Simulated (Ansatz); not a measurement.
System: interstitial O in zinc-blende AlP (charge state -2). Calculation: PBE, PAW (plane waves to 420 eV; Ansatz, a quantum-chemistry and plane-wave program).

64-site cell at the relaxed PBE lattice, a 2×2×2 k-point mesh shifted by half a step, smearing 0.01 eV, spin-restricted, no finite-size correction. No zero-point or tunnelling terms. The charge state is imposed; whether it is stable for some Fermi level was not computed. Sites that were not tried may lie lower.

Barriers: single points on a 3×3×3 k-point mesh shifted by half a step at the bands' geometries.

Relaxed starting cell (atoms counted from 1):

```yaml
crystal:
  lattice:
    - [11.01654, 0.00000, 0.00000]
    - [0.00000, 11.01654, 0.00000]
    - [0.00000, 0.00000, 11.01654]
  atoms:
    - { symbol: Al, position: [0.02177, 0.02183, 0.02247] }
    - { symbol: Al, position: [0.99942, 0.99949, 0.50547] }
    - { symbol: Al, position: [0.99942, 0.50483, 0.00012] }
    - { symbol: Al, position: [0.99781, 0.49742, 0.49806] }
    - { symbol: Al, position: [0.50477, 0.99949, 0.00012] }
    - { symbol: Al, position: [0.49736, 0.99787, 0.49806] }
    - { symbol: Al, position: [0.49735, 0.49742, 0.99851] }
    - { symbol: Al, position: [0.50119, 0.50126, 0.50189] }
    - { symbol: P, position: [0.12559, 0.12565, 0.38977] }
    - { symbol: P, position: [0.12558, 0.12565, 0.86280] }
    - { symbol: P, position: [0.12559, 0.62565, 0.37933] }
    - { symbol: P, position: [0.12559, 0.62566, 0.87326] }
    - { symbol: P, position: [0.62559, 0.12566, 0.37933] }
    - { symbol: P, position: [0.62559, 0.12566, 0.87326] }
    - { symbol: P, position: [0.62559, 0.62566, 0.37558] }
    - { symbol: P, position: [0.62559, 0.62566, 0.87701] }
    - { symbol: Al, position: [0.02177, 0.22945, 0.23009] }
    - { symbol: Al, position: [0.99942, 0.25183, 0.74711] }
    - { symbol: Al, position: [0.99942, 0.74647, 0.25247] }
    - { symbol: Al, position: [0.99781, 0.75389, 0.75452] }
    - { symbol: Al, position: [0.50476, 0.25183, 0.25246] }
    - { symbol: Al, position: [0.49736, 0.25344, 0.75453] }
    - { symbol: Al, position: [0.49736, 0.75389, 0.25408] }
    - { symbol: Al, position: [0.50119, 0.75006, 0.75069] }
    - { symbol: P, position: [0.12559, 0.38913, 0.12629] }
    - { symbol: P, position: [0.12559, 0.37869, 0.62629] }
    - { symbol: P, position: [0.12558, 0.86216, 0.12629] }
    - { symbol: P, position: [0.12559, 0.87262, 0.62629] }
    - { symbol: P, position: [0.62559, 0.37869, 0.12630] }
    - { symbol: P, position: [0.62559, 0.37495, 0.62629] }
    - { symbol: P, position: [0.62559, 0.87262, 0.12629] }
    - { symbol: P, position: [0.62559, 0.87637, 0.62629] }
    - { symbol: Al, position: [0.22940, 0.02184, 0.23009] }
    - { symbol: Al, position: [0.25177, 0.99949, 0.74711] }
    - { symbol: Al, position: [0.25176, 0.50483, 0.25246] }
    - { symbol: Al, position: [0.25338, 0.49742, 0.75453] }
    - { symbol: Al, position: [0.74641, 0.99948, 0.25247] }
    - { symbol: Al, position: [0.75382, 0.99788, 0.75452] }
    - { symbol: Al, position: [0.75383, 0.49742, 0.25408] }
    - { symbol: Al, position: [0.74999, 0.50126, 0.75069] }
    - { symbol: P, position: [0.38908, 0.12565, 0.12629] }
    - { symbol: P, position: [0.37863, 0.12566, 0.62629] }
    - { symbol: P, position: [0.37863, 0.62565, 0.12630] }
    - { symbol: P, position: [0.37488, 0.62566, 0.62629] }
    - { symbol: P, position: [0.86209, 0.12565, 0.12629] }
    - { symbol: P, position: [0.87255, 0.12566, 0.62629] }
    - { symbol: P, position: [0.87255, 0.62566, 0.12629] }
    - { symbol: P, position: [0.87630, 0.62566, 0.62629] }
    - { symbol: Al, position: [0.22939, 0.22945, 0.02248] }
    - { symbol: Al, position: [0.25176, 0.25183, 0.50547] }
    - { symbol: Al, position: [0.25177, 0.74648, 0.00012] }
    - { symbol: Al, position: [0.25338, 0.75389, 0.49806] }
    - { symbol: Al, position: [0.74641, 0.25184, 0.00012] }
    - { symbol: Al, position: [0.75382, 0.25345, 0.49806] }
    - { symbol: Al, position: [0.75382, 0.75389, 0.99851] }
    - { symbol: Al, position: [0.74999, 0.75006, 0.50189] }
    - { symbol: P, position: [0.37582, 0.37589, 0.37652] }
    - { symbol: P, position: [0.36795, 0.36802, 0.88393] }
    - { symbol: P, position: [0.36795, 0.88329, 0.36865] }
    - { symbol: P, position: [0.37583, 0.87543, 0.87606] }
    - { symbol: P, position: [0.88323, 0.36802, 0.36865] }
    - { symbol: P, position: [0.87536, 0.37590, 0.87606] }
    - { symbol: P, position: [0.87536, 0.87543, 0.37653] }
    - { symbol: P, position: [0.88323, 0.88329, 0.88392] }
    - { symbol: O, position: [0.12558, 0.12565, 0.12629] }
```
Cell charge -2.

End state 1 differs by these moves (Å; atoms that move under 0.08 Å are left out):

```csv
atom,element,Δx,Δy,Δz
1,Al,-0.26,-0.20,-0.20
4,Al,0.26,-0.20,-0.20
6,Al,0.00,0.06,0.06
7,Al,0.00,0.06,0.06
9,P,0.00,-0.15,-0.15
10,P,0.00,-0.04,0.15
11,P,0.00,0.15,-0.04
17,Al,0.00,0.46,0.46
18,Al,0.00,-0.03,0.09
19,Al,0.00,0.09,-0.03
20,Al,0.00,-0.07,-0.07
22,Al,0.00,-0.06,-0.07
23,Al,0.00,-0.07,-0.06
25,P,0.00,-0.15,-0.15
26,P,0.00,-0.04,0.15
27,P,0.00,0.15,-0.04
33,Al,0.25,-0.28,0.22
35,Al,-0.25,-0.28,0.22
37,Al,0.08,0.05,-0.05
39,Al,-0.08,0.05,-0.05
41,P,-0.15,-0.01,-0.01
42,P,-0.12,0.08,-0.09
43,P,-0.12,-0.09,0.08
45,P,0.23,0.08,0.08
48,P,0.08,-0.09,-0.09
49,Al,0.25,0.22,-0.28
50,Al,-0.25,0.22,-0.28
53,Al,0.08,-0.05,0.05
54,Al,-0.08,-0.05,0.05
57,P,0.15,-0.01,-0.01
58,P,0.12,0.08,-0.09
59,P,0.12,-0.09,0.08
61,P,-0.23,0.08,0.08
64,P,-0.08,-0.09,-0.09
65,O,0.00,2.75,2.75
```

Give the forward and backward barriers to end state 1 at the level PBE, PAW.

forward 2.35 eV, backward 2.35 eV; at the saddle point atom 65 has neighbours 2 Al at 1.89, Al at 2.25 Å. The saddle point's order was not checked, and it lies on a symmetry element of the cell, where a band can be held.
